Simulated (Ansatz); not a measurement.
System: ZrAl₃ (I4/mmm, No. 139). Method: LDA in Ansatz (plane waves, PAW).

Run with plane-wave cutoff 520 eV, 20×20×20 k mesh, Fermi–Dirac smearing 0.05 eV, scalar-relativistic PAW data made under PBE.

Energies at three volumes about the minimum:

```tsv
V (Å³/atom)	E − E_lowest (meV/atom)
16.317	2.43
16.650	0.00
16.983	2.27
```

Task: Fit a parabola by hand: where is the minimum, and what is the bulk modulus?

Result: Slopes: (0.00 − 2.43)/(16.650 − 16.317) = -7.297 and (2.27 − 0.00)/(16.983 − 16.650) = 6.817 meV/Å³. Curvature E″ = 2 × (6.817 − (-7.297))/(16.983 − 16.317) = 42.384 meV/Å⁶. From the middle of the first interval, the slope vanishes at V0 = 16.4835 − (-7.297)/42.384 = 16.656 Å³/atom. B = V0 E″ = 16.656 × 42.384 meV/Å³ × 0.1602 GPa per meV/Å³ = 113 GPa. The full Birch–Murnaghan fit to all volumes gives V0 = 16.650 Å³/atom and B0 = 113 GPa.

Shape and atoms are relaxed at each volume.

Measured, for comparison: equilibrium volume per atom 17.28 Å³/atom (temperature not stated, copied from a table, unchecked, no zero-point or thermal correction; as tabulated in Acta Crystallographica Section B 48, 11 (1992)). Computed less measured: equilibrium volume per atom not scored (unchecked).

Ansatz is a first-principles code.
